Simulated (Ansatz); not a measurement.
## Several settings converged on Li₃Au (I4mm, 4 atoms in the cell)

```yaml
crystal:
  lattice:
    - [0.00000, 3.11605, 3.11605]
    - [3.11605, 0.00000, 3.11605]
    - [3.11605, 3.11605, 0.00000]
  atoms:
    - { symbol: Li, position: [0.25000, 0.25000, 0.25000] }
    - { symbol: Li, position: [0.75000, 0.75000, 0.75000] }
    - { symbol: Li, position: [0.50802, 0.50802, 0.49198] }
    - { symbol: Au, position: [0.00000, 0.00000, 0.00000] }
```

Base method: PBEsol, default PAW files made with PBE (plane waves; Ansatz, a quantum-chemistry and plane-wave program).

Base settings: basis.ecutwfc = 30.9 Ry; kpoints.mp_grid.grid = 9 9 9; hamiltonian.xc = pbesol; hamiltonian.pseudopotentials = {kind: paw} (the program's default PAW files); scf.occupations.method = gaussian; scf.occupations.width = 0.0073 Ry.

The count of work is k-points × plane waves × bands × iterations; it is no time. Core times come from one kind of shared machine, to one figure; runs under 30 s give none.

**The width of Fermi-Dirac smearing**

In this ladder: kpoints.mp_grid.grid = 15 15 15; scf.occupations.method = fermi_dirac.

Narrow widths need finer meshes than wide ones, so the last steps can hold mesh noise.

Only quantities that move along the ladder and can be compared are tabulated; pressure and forces are left out, as mesh noise rules them at narrow widths.

| scf.occupations.width | free energy less the last step's (meV/atom) | energy extrapolated to zero width less the last step's (meV/atom) |
|---|---|---|
| 0.0735 Ry | -494.51 | -3.21 |
| 0.0367 Ry | -129.37 | -6.53 |
| 0.022 Ry | -47.23 | -1.19 |
| 0.0147 Ry | -20.66 | -0.59 |
| 0.0073 Ry | -4.20 | -0.24 |
| 0.0037 Ry | 0.00 | 0.00 |

Widest scf.occupations.width that holds the energy extrapolated to zero width within 2 meV/atom of the last step, with all finer ones: 0.022 Ry; the step before is off by 6.5 meV/atom.

Widest scf.occupations.width that holds the free energy within 5 meV/atom: not settled: the last two steps still differ by 4.2 meV/atom, over half the tolerance, so the ladder does not show it.

The extrapolation to zero width removes most of the smearing's effect on the energy.

**The width of Methfessel-Paxton smearing**

In this ladder: kpoints.mp_grid.grid = 15 15 15; scf.occupations.method = methfessel_paxton.

Narrow widths need finer meshes than wide ones, so the last steps can hold mesh noise.

Only quantities that move along the ladder and can be compared are tabulated; pressure and forces are left out, as mesh noise rules them at narrow widths.

| scf.occupations.width | free energy less the last step's (meV/atom) |
|---|---|
| 0.0735 Ry | -1.72 |
| 0.0367 Ry | -0.71 |
| 0.022 Ry | -0.43 |
| 0.0147 Ry | -0.31 |
| 0.0073 Ry | -0.08 |
| 0.0037 Ry | 0.00 |

Widest scf.occupations.width that holds the free energy within 1 meV/atom of the last step, with all finer ones: 0.0367 Ry; the step before is off by 1.7 meV/atom.

**The mesh under tetrahedron occupations**

In this ladder: scf.occupations.method = tetrahedron; scf.occupations.width = default.

Only quantities that move along the ladder and can be compared are tabulated.

| kpoints.mp_grid.grid | free energy less the last step's (meV/atom) | pressure (GPa) | count of work / last | core time / last (rough) |
|---|---|---|---|---|
| 4 4 4 | 5.22 | -0.38 | 0.019 | – |
| 5 5 5 | -14.62 | -0.21 | 0.025 | – |
| 6 6 6 | 4.45 | -0.20 | 0.041 | – |
| 7 7 7 | -3.65 | -0.25 | 0.055 | – |
| 9 9 9 | -0.22 | -0.23 | 0.10 | – |
| 11 11 11 | -0.14 | -0.23 | 0.17 | – |
| 14 14 14 | -0.22 | -0.23 | 0.34 | 0.3 |
| 17 17 17 | 0.02 | -0.23 | 0.56 | 0.4 |
| 21 21 21 | 0.00 | -0.23 | 1.0 | 1 |

Coarsest kpoints.mp_grid.grid that holds the free energy within 1 meV/atom of the last step, with all finer ones: 9 9 9, at 0.10 of the last step's count of work; the step before is off by 3.7 meV/atom.

Coarsest kpoints.mp_grid.grid that holds the pressure within 0.1 GPa of the last step, with all finer ones: 5 5 5, at 0.025 of the last step's count of work; the step before is off by 0.15 GPa.

On the base run: the starting cell comes from a database of computed structures (which also holds hypothetical and non-ambient phases and stackings), without a prior relaxation at this level. Its lattice was rescaled by up to half a per cent. One atom was moved a little off its site on purpose. Ansatz's pressure includes its estimate of the finite-basis (Pulay) stress.

Left out of this page: 4 runs of the series outside the window shown, repeating another row's setting, or not comparable.

Keys are those of Ansatz 0.2.
